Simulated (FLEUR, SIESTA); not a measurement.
A SIESTA input for a self-consistent single point of Os (P6_3/mmc, 4 atoms in the cell) (DFT, GGA PBE, numerical atomic orbitals DZP, PseudoDojo PBE standard norm-conserving potentials (rewritten from UPF to PSML)):

```
# files in the folder: Os.psml (PseudoDojo PBE standard)
SystemName  Os
SystemLabel siesta

NumberOfAtoms                4
NumberOfSpecies              1
%block ChemicalSpeciesLabel
  1 76 Os
%endblock ChemicalSpeciesLabel
LatticeConstant              1.0 Bohr
%block LatticeVectors
     5.184323783    0.000000000    0.000000000
    -2.592161892    4.489754946    0.000000000
     0.000000000    0.000000000   16.680593605
%endblock LatticeVectors
AtomicCoordinatesFormat      Bohr
%block AtomicCoordinatesAndAtomicSpecies
     0.000000000    0.000000000    0.000000000  1
     0.000000000    0.000000000    8.340296802  1
    -0.000002592    2.993171461    4.170148401  1
     2.592164484    1.496583485   12.510445204  1
%endblock AtomicCoordinatesAndAtomicSpecies

XC.functional                GGA
XC.authors                   PBE
PAO.BasisSize                DZP
PAO.EnergyShift              0.01 Ry
MeshCutoff                   300 Ry
%block kgrid.MonkhorstPack
    9   0   0  0.0
    0   9   0  0.0
    0   0   3  0.0
%endblock kgrid.MonkhorstPack
OccupationFunction           MP
OccupationMPOrder            0
ElectronicTemperature        0.1 eV

MaxSCFIterations             150
SCF.Mixer.Method             Broyden
SCF.Mixer.Weight             0.1
SCF.Mixer.History            6
SCF.DM.Tolerance             1.0E-04
Diag.ParallelOverK           true
WriteForces                  true
Charge.Mulliken              end
```

### Question
Translate this input to FLEUR.

### Answer
This is the input that was run; spellings and numerical settings could be chosen otherwise.

Input of the input generator:

```
Os crystal
&input film=f /
1.0000000000 0.0000000298 0.0000000000
-0.5000000258 0.8660253889 0.0000000000
0.0000000000 0.0000000000 3.2175065528
5.1843231183
1.0 1.0 1.0

4
76 0.0000000000 0.0000000000 -0.0000000000
76 0.0000000000 0.0000000000 0.5000000000
76 0.3333333333 0.6666666667 0.2500000000
76 0.6666666667 0.3333333333 0.7500000000

&comp jspins=1 /
&kpt div1=9 div2=9 div3=3 /
&end /
```

```xml
<?xml version="1.0" encoding="UTF-8" standalone="no"?>
<fleurInput fleurInputVersion="0.39">
   <comment>
      Os crystal                                                                                          
   </comment>
   <calculationSetup>
      <cutoffs Kmax="4.2" Gmax="16.8" GmaxXC="16.8" numbands="0"/>
      <scfLoop itmax="80" minDistance="0.00001" maxIterBroyd="15" imix="Anderson" alpha="0.05" precondParam="0.0" spinf="2.0"/>
      <coreElectrons ctail="T" frcor="F" kcrel="0" coretail_lmax="0"/>
      <xcFunctional name="pbe" relativisticCorrections="F"/>
      <magnetism jspins="1"/>
      <soc l_soc="F" theta="0.0" phi="0.0" spav="F"/>
      <expertModes spex="0" secvar="F"/>
      <geometryOptimization l_f="T" forcealpha="1.0" forcemix="BFGS" epsdisp="0.00001" epsforce="0.00001"/>
      <ldaU l_linMix="F" mixParam="0.05" spinf="1.0"/>
   </calculationSetup>
   <cell>
      <bzIntegration valenceElectrons="56.0" mode="gauss" fermiSmearingEnergy="0.00367493">
         <kPointListSelection listName="default-1"/>
         <!-- k-points included here -->
         <xi:include xmlns:xi="http://www.w3.org/2001/XInclude" href="kpts.xml"> </xi:include>
      </bzIntegration>
      <!-- symmetry operations included here -->
      <xi:include xmlns:xi="http://www.w3.org/2001/XInclude" href="sym.xml"> </xi:include>
      <bulkLattice scale="1.0">
         <bravaisMatrix>
            <row-1>    5.1843231183000000     0.0000001544928289     0.0000000000000000</row-1>
            <row-2>   -2.5921616929055364     4.4897554447090187     0.0000000000000000</row-2>
            <row-3>    0.0000000000000000     0.0000000000000000    16.6805936049627803</row-3>
         </bravaisMatrix>
      </bulkLattice>
   </cell>
   <atomSpecies>
      <species name="Osmium (Os)" element="Os" atomicNumber="76">
         <mtSphere radius="2.40" gridPoints="827" logIncrement="0.016"/>
         <atomicCutoffs lmax="10" lnonsphr="8"/>
         <electronConfig flipSpins="F">
            <coreConfig>(1s1/2) (2s1/2) (2p1/2) (2p3/2) (3s1/2) (3p1/2) (3p3/2) (4s1/2) (3d3/2) (3d5/2) (4p1/2) (4p3/2) (5s1/2) (4d3/2) (4d5/2) (4f5/2) (4f7/2)</coreConfig>
            <valenceConfig>(5p1/2) (5p3/2) (6s1/2) (5d3/2) (5d5/2)</valenceConfig>
            <stateOccupation state="(5d3/2)" spinUp="1.2" spinDown="1.2"/>
            <stateOccupation state="(5d5/2)" spinUp="1.8" spinDown="1.8"/>
         </electronConfig>
         <energyParameters s="6" p="6" d="5" f="5"/>
         <lo type="SCLO" l="1" n="5" eDeriv="0"/>
      </species>
   </atomSpecies>
   <atomGroups>
      <atomGroup species="Osmium (Os)">
         <relPos label="                   1">.0000000000 .0000000000 .0000000000</relPos>
         <relPos label="                   2">.0000000000 .0000000000 1.000/2.000</relPos>
         <force calculate="T" relaxXYZ="TTT"/>
      </atomGroup>
      <atomGroup species="Osmium (Os)">
         <relPos label="                   3">1.000/3.000 -1.000/3.000 1.000/4.000</relPos>
         <relPos label="                   4">-1.000/3.000 1.000/3.000 -1.000/4.000</relPos>
         <force calculate="T" relaxXYZ="TTT"/>
      </atomGroup>
   </atomGroups>
   <output dos="F" band="F" slice="F">
      <checks vchk="F" cdinf="F"/>
      <bandDOS minEnergy="-.5*Htr" maxEnergy="0.5*Htr" sigma="0.015" storeEVData="T"/>
      <vacuumDOS vacdos="F" integ="F" star="F" nstars="0" locx1="0.0" locy1="0.0" locx2="0.0" locy2="0.0" nstm="0" tworkf="0.0"/>
      <unfoldingBand unfoldBand="F" supercellX="1" supercellY="1" supercellZ="1"/>
      <plotting iplot="0" polar="F">
         <plot TwoD="T" vec1="  1.0  0.0  0.0" vec2="  0.0  1.0  0.0" vec3="  0.0  0.0  1.0" zero="  0.0  0.0  0.0" file="plot"/>
      </plotting>
      <chargeDensitySlicing numkpt="0" minEigenval="0.0" maxEigenval="0.0" nnne="0" pallst="F"/>
      <specialOutput eonly="F"/>
      <magneticCircularDichroism mcd="F" energyLo="-10.0" energyUp="0.0"/>
   </output>
  <!-- We include the file relax.xml here to enable relaxations (see documentation) -->
  <xi:include xmlns:xi="http://www.w3.org/2001/XInclude" href="relax.xml"> <xi:fallback/> </xi:include>
</fleurInput>
```

Basis, cutoffs, solver keys and any potentials are the target program's own. This input uses DFT, PBE, all-electron FLAPW (FLEUR), scalar-relativistic valence.

The starting cell was generated: these elements placed on a structure prototype, without a prior relaxation; it need not be a known phase or ordering of this composition. Its lattice was rescaled by a random factor within 2.5 % of one.
